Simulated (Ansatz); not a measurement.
# Ag, response to strain

The parent structure is Ag in the fcc (Cu type) structure (space group Fm-3m, No. 225; a = 4.105 Å). Axes: x, y, z lie along the cube axes.

Strains are applied to the cell and any free atomic positions relax; under biaxial strain the out-of-plane vector relaxes too.

Computed with plane-wave PAW DFT at the r2SCAN level (Ansatz, an electronic-structure program, 500 eV), no SOC.

Notes on the quantities. energy relative to the base: free energy F; pressure: mean of the normal stresses, compression positive.

| variant | energy relative to the base | pressure | space group | volume per atom |
|---|---|---|---|---|
| base | 0 meV/atom | 0.0 GPa | Fm-3m (No. 225) | 17.30 Å³ |
| biaxial strain −4.84 %, plane normal [001], relaxed out of plane | +25 meV/atom | ? | I4/mmm (No. 139) | ? |
| biaxial strain −2.40 %, plane normal [001], relaxed out of plane | +4.4 meV/atom | 1.4 GPa | I4/mmm (No. 139) | 17.09 Å³ |
| biaxial strain −3.62 %, plane normal [111], relaxed out of plane | +25 meV/atom | 5.2 GPa | R-3m (No. 166) | 16.64 Å³ |
| isotropic strain +0.23 % | +0.3 meV/atom | -0.7 GPa | Fm-3m (No. 225) | 17.42 Å³ |
| isotropic strain +2.32 % | +24 meV/atom | -5.8 GPa | Fm-3m (No. 225) | 18.53 Å³ |
| isotropic strain +2.64 % | +31 meV/atom | -6.4 GPa | Fm-3m (No. 225) | 18.70 Å³ |
| uniaxial strain ε_xx = −0.81 % | +0.4 meV/atom | 0.9 GPa | I4/mmm (No. 139) | 17.16 Å³ |
| uniaxial strain ε_zz = −5.89 % | +24 meV/atom | 7.4 GPa | I4/mmm (No. 139) | 16.28 Å³ |
| tensor shear ε_yz = +2.87 % | +6.0 meV/atom | 0.4 GPa | Immm (No. 71) | 17.28 Å³ |

Problem. Some entries are withheld; estimate them.

Solution. 
- biaxial strain −4.84 %, plane normal [001], relaxed out of plane, pressure: 4.1 GPa
- biaxial strain −4.84 %, plane normal [001], relaxed out of plane, volume per atom: 16.78 Å³

Without a gap, meshes like the base's 19×19×19 leave anisotropic stresses uncertain by several tenths of a GPa, and small strain energies with them. No phonon test of stability was made.
